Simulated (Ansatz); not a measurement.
Base system: HfN in the rock salt structure (space group Fm-3m, No. 225).

```cif
data_Hf4N4
_chemical_formula_sum 'N4 Hf4'
_space_group_name_H-M_alt 'Fm-3m'
_space_group_IT_number 225
_space_group_name_Hall '-F 4 2 3'
_cell_length_a 4.52548
_cell_length_b 4.52548
_cell_length_c 4.52548
_cell_angle_alpha 90.000
_cell_angle_beta 90.000
_cell_angle_gamma 90.000
loop_
_atom_site_label
_atom_site_type_symbol
_atom_site_symmetry_multiplicity
_atom_site_Wyckoff_symbol
_atom_site_fract_x
_atom_site_fract_y
_atom_site_fract_z
_atom_site_occupancy
N1 N 4 a 0.00000 0.00000 0.00000 1
Hf1 Hf 4 b 0.50000 0.50000 0.50000 1
```
(The calculation used a cell of 2 atoms; values per cell refer to that cell.)

Method: r2SCAN in Ansatz (plane waves to 500 eV, PAW, no SOC).

Base values:

| Property | Result |
|---|---|
| Lattice parameter a | 4.525 Å |

It is then changed as follows: every N is replaced by F, then cell and atoms are relaxed.

Q: Estimate the effect on the lattice parameter a.

A: The lattice parameter a increases by 0.337 Å, from 4.525 Å to 4.862 Å.

Stability against distortions was not tested. As relaxed here, HfF is a hypothetical phase, not in the database extracts checked. All final runs are without spin polarisation. An odd electron count without spin: HfF and HfN.

Ansatz is a program for electronic structure.
